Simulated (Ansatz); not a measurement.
The starting structures come from a database of crystals and need not be the phases stable at ambient conditions.

By LDA and PBEsol, the system below comes out a metal.

Consider the following.

```
Au
1.0
    2.82262     0.00000     0.00000
    0.00000     4.89317     0.00000
    1.41131     0.00000     2.55593
Au
2
Cartesian
  2.82262   1.22329   1.71079
  1.41131   3.66988   0.84515
```

Space group of this cell: Cmcm. The cell is taken as given; by PBEsol its mean pressure is -5.3 GPa.

The current runs along the normal of the first two printed vectors. All runs by Ansatz (a quantum-chemistry and plane-wave program), plane waves and PAW, without spin-orbit coupling; the base is PBEsol.

| run | mean pressure (GPa) | G/A, both spins (10¹⁵ S/m²) |
|---|---|---|
| base | -5.3 | 0.84 |
| all lengths scaled by 0.98 | 5.0 | 0.88 |
| all lengths scaled by 1.02 | -12.2 | … |
| lda in place of pbesol | -9.7 | 0.84 |
| lengths across the current scaled by 0.98, ions clamped | 1.4 | 0.86 |
| lengths across the current scaled by 1.02, ions clamped | -10.2 | … |
| lengths along the current scaled by 0.97, ions clamped | -0.6 | 0.87 |
| lengths along the current scaled by 1.03, ions clamped | -8.9 | … |

Q: Complete the blanks.

A: 
- all lengths scaled by 1.02, G/A, both spins (10¹⁵ S/m²): 0.82
- lengths across the current scaled by 1.02, ions clamped, G/A, both spins (10¹⁵ S/m²): 0.83
- lengths along the current scaled by 1.03, ions clamped, G/A, both spins (10¹⁵ S/m²): 0.82
